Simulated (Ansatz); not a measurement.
**Os: transverse stress against strain**

Os (hcp, P6_3/mmc, 14.281 Å³/atom and stress up to 0.01 GPa in the relaxed cell, c along z) under a strain ε along c (axis z), the other axes held. PBE in Ansatz, a plane-wave DFT program (PAW, default set), 420 eV, 24×24×13 Γ-centred mesh, Fermi-Dirac smearing 0.10 eV; ions are relaxed, or left where forces stay under 0.02 eV/Å, within the symmetry of each cell. Stress is positive for a compressed cell.

Here s stands for strain and y for stress xx.

| strain (%) | stress xx (GPa) |
|---|---|
| -1.50 | 3.50 |
| -1.00 | 2.28 |
| -0.50 | 1.12 |
| 0.00 | 0.00 |
| 0.50 | -1.06 |
| 1.00 | -2.07 |
| 1.50 | -3.04 |
| 3.00 | ? |

### Question
Using a straight line, estimate the missing y at s = 3.00 from the other rows, showing the fit.

### Answer
Means: s 0, y 0.104. About the means, the sum of products is -15.250 and the sum of squares of s is 7.0000; the slope is their ratio. Least squares gives y = 0.104 - 2.1786·s. Residuals (row less fit): 0.128, -0.003, -0.073, -0.104, -0.075, 0.005, 0.124; standard error 0.103 (degrees of freedom: 5). The slope gives the elastic constant C13 = about 220 GPa. At the withheld row, y = 0.104 - 2.1786 × 3.0 = -6.432 GPa. The calculation gives -5.67 GPa, 0.762 GPa above the prediction (8.3 % of the range of y in the table). The row lies outside the fitted rows, so this is an extrapolation. From the scatter of the fitted rows alone, a prediction at this place has a standard error of 0.161 GPa, so the miss is 4.7 times that.

A polynomial of degree 2 through the 12 other runs of the series gives -5.62 there, so most of the miss is curvature that the fit leaves out. In a metal these values are sensitive to mesh and smearing; energies are taken to zero smearing, stresses follow the free energy. Spin-orbit coupling is left out, which can shift these values for the heavy elements here. Rows are the converged runs of the series near zero and its far end; series whose fitted rows scatter by over a few per cent of the range, as at a crossing or softening among them, aren't shown in this form, nor equations of state whose B0' disagrees with the runs' pressures. Most that stay on the fit to the last digits aren't either.
